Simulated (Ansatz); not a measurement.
CdS under load (space group I-4m2), r2SCAN with spin-orbit coupling, rigid bands run with Ansatz (a quantum-chemistry and plane-wave program). Condition of this run: biaxial stress xx = yy = 2 GPa (compression positive) (the target of the relaxation). Band gap 1.46 eV, N_c = 1.61e18 cm⁻³ and N_v = 3.24e19 cm⁻³ at 300 K, conductivity masses along z (a = (0.00, 2.83, 3.10) Å; b = (2.83, 0.00, 3.10) Å; c = (2.83, 2.83, 0.00) Å) of 0.170 mₑ (electrons) and 0.826 mₑ (holes). Take k_BT = 0.02585 eV.

### Question
Find the intrinsic carrier density and the intrinsic Fermi level.

### Answer
n_i = √(N_c N_v) exp(−E_g/2k_BT) = 7.22e18 × exp(−28.24) = 3.9e6 cm⁻³. The level lies (k_BT/2) ln(N_v/N_c) = 39 meV from mid-gap (positive towards the conduction band). Each 0.1 eV added to the gap lowers n_i by a factor of 6.9.

### Question
What thermal injection velocity √(2k_BT/πm) limits a ballistic channel along the direction named?

### Answer
1.30e7 cm/s for electrons and 5.92e6 cm/s for holes, a ratio of √(m_h/m_e) = 2.20, for dilute carriers.

### Question
What built-in voltage has an abrupt junction with N_A = 1e17 and N_D = 1e17 cm⁻³, all dopants ionised?

### Answer
V_bi = E_g/e − (k_BT/e) ln(N_c N_v/(N_A N_D)) = 1.46 − 0.02585 × 8.56 = 1.24 V, for the computed gap.

Rigid bands with the computed gap; masses take one relaxation time for all states.
